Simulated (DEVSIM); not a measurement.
Device: Schottky contact on n-type β-Ga2O3, at 300 K.

Layer 1 from the left is β-Ga2O3, thickness (μm) 3.00, Nd (cm⁻³) 2.8e17, τn (s) 3.9e-10, τp (s) 3.9e-10.

Left contact: Schottky, work function 4.79 eV, emission velocity 6.4e6 cm/s. Right contact: ohmic. Voltage is applied to the left contact. Recombination: SRH at mid-gap, Auger. Mobility is μmin + (μ − μmin)/(1 + (N/Nref)^α).

This is a model device: material constants are rounded textbook-type values typed into the input, and sizes, dopings and lifetimes were drawn at random. Values at 300 K.

β-Ga2O3: gap (eV) 4.8, affinity (eV) 4, permittivity 10, Nc (cm⁻³) 3.7e18, Nv (cm⁻³) 5e20, μn (cm²/Vs) 160, μp (cm²/Vs) 1, μn,min 20, μp,min 0.1, Nref,n 1e18, Nref,p 1e18, αn 0.8, αp 0.8, Cn (cm⁶/s) 1e-31, Cp (cm⁶/s) 1e-31.

Estimate by hand the built-in potential, the peak field at zero bias, the capacitance at -6 V, and compare with a numerical solution.


- Built-in potential: barrier φB = 0.790 eV; Vbi = φB − kT/q ln(N_band/N) = 0.723 V; numerical 0.723 V.
- Peak field at zero bias: depletion approximation: W = √(2εVbi/(qN)) = 0.0534 μm with N = 2.80e17 cm⁻³; field = 2Vbi/W = 271000 V/cm; numerical 263000 V/cm (estimate above by 2.8 %).
- Capacitance at -6 V: C = √(qεN / 2(Vbi + |V|)) = 54.4 nF/cm²; numerical 54.5 nF/cm².

Simulated with DEVSIM: 1D drift-diffusion, Boltzmann statistics, complete ionisation; no tunnelling, impact ionisation, image-force lowering or self-heating. Metal contacts follow the ideal Schottky-Mott rule: no Fermi-level pinning, no interface dipoles.
